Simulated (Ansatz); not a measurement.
The starting structures come from a database of crystals and need not be the phases stable at ambient conditions.

```
CELL_PARAMETERS angstrom
      5.81108     0.00000     0.00000
     -2.02114     7.88829     0.00000
      2.02114    -3.66468     3.93423
ATOMIC_POSITIONS crystal
  P  0.12761 0.12141 0.27257
  P  0.87239 0.87859 0.72743
  P  0.37239 0.62141 0.47025
  P  0.62761 0.37859 0.52975
  Ru 0.20724 0.49755 0.77136
  Ru 0.79276 0.50245 0.22864
  Ru 0.29276 0.99755 0.72374
  Ru 0.70724 0.00245 0.27626
  S  0.30862 0.87920 0.21453
  S  0.69138 0.12080 0.78547
  S  0.19138 0.37920 0.04387
  S  0.80862 0.62080 0.95613
```

Space group of this cell: P2_1/c. The cell is taken as given; by PBEsol its mean pressure is -4.1 GPa.

Transport runs along the normal of the first two printed cell vectors.

The gap is the functional's own. No spin-orbit coupling. Mid-gap values are interpolated on the energy grid.

Question: Estimate the band gap and the smallest decay constant κ at mid-gap that PBEsol run with Ansatz (a quantum-chemistry and plane-wave program) returns for this system.

Answer: Gap 0.57 eV on a 6×8×8 mesh; κ = 0.173 1/Å, at (0.000, 0.500) of the in-plane reciprocal vectors. At the zone centre, at the nearest computed energy, the slowest state has κ = 0.22 1/Å.
